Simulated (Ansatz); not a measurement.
ZnS under load (space group F-43m), r2SCAN with spin-orbit coupling, rigid bands (Ansatz, a program for electronic structure). Condition of this run: hydrostatic pressure 2 GPa (the target of the relaxation). Band gap 2.80 eV, N_c = 2.32e18 cm⁻³ and N_v = 5.25e19 cm⁻³ at 300 K, conductivity masses of 0.209 mₑ (electrons) and 0.842 mₑ (holes). Take k_BT = 0.02585 eV.

Q: Find the intrinsic carrier density and the intrinsic Fermi level.

A: n_i = √(N_c N_v) exp(−E_g/2k_BT) = 1.10e19 × exp(−54.15) = 3.3e-5 cm⁻³. The level lies (k_BT/2) ln(N_v/N_c) = 40 meV from mid-gap (positive towards the conduction band). Each 0.1 eV added to the gap lowers n_i by a factor of 6.9.

Q: What thermal injection velocity √(2k_BT/πm) limits a ballistic channel?

A: 1.18e7 cm/s for electrons and 5.86e6 cm/s for holes, a ratio of √(m_h/m_e) = 2.01, for dilute carriers.

Rigid bands with the computed gap; masses take one relaxation time for all states.
